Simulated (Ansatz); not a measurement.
# AlP (model structure, within 0.1 Å of Fm-3m, No. 225, 8 atoms in the cell)

Level of theory: LDA (plane waves, PAW; Ansatz, a first-principles code).

Numerical settings: plane-wave cutoff 520 eV, 6×16×14 k mesh (along the axes of the cell as run), Fermi–Dirac smearing 0.05 eV, scalar-relativistic PAW data made under PBE.

Cell (relaxed at this level):

```yaml
crystal:
  lattice:
    - [10.01567, 0.00000, 0.00000]
    - [0.00000, 3.53374, 0.00000]
    - [0.00000, 0.00000, 3.53868]
  atoms:
    - { symbol: Al, position: [0.12500, 0.25000, 0.24940] }
    - { symbol: Al, position: [0.37500, 0.75000, 0.74940] }
    - { symbol: Al, position: [0.87500, 0.75000, 0.75060] }
    - { symbol: Al, position: [0.62500, 0.25000, 0.25060] }
    - { symbol: P, position: [0.87500, 0.25000, 0.25053] }
    - { symbol: P, position: [0.62500, 0.75000, 0.75053] }
    - { symbol: P, position: [0.12500, 0.75000, 0.74947] }
    - { symbol: P, position: [0.37500, 0.25000, 0.24947] }
```

```json
{
  "band_gap": "zero (no gap)",
  "bulk modulus B0": "111 GPa"
}
```

Note: the bulk modulus is −V dP/dV from two relaxed cells at ±2 % in volume.

Computed values are for the static lattice.

It cost around 10 core-minutes (rough) of CPU time.

A model structure was made by putting elements into a prototype or built by hand; it is no filed structure, need not be a known phase, and can be a saddle point held by its symmetry.
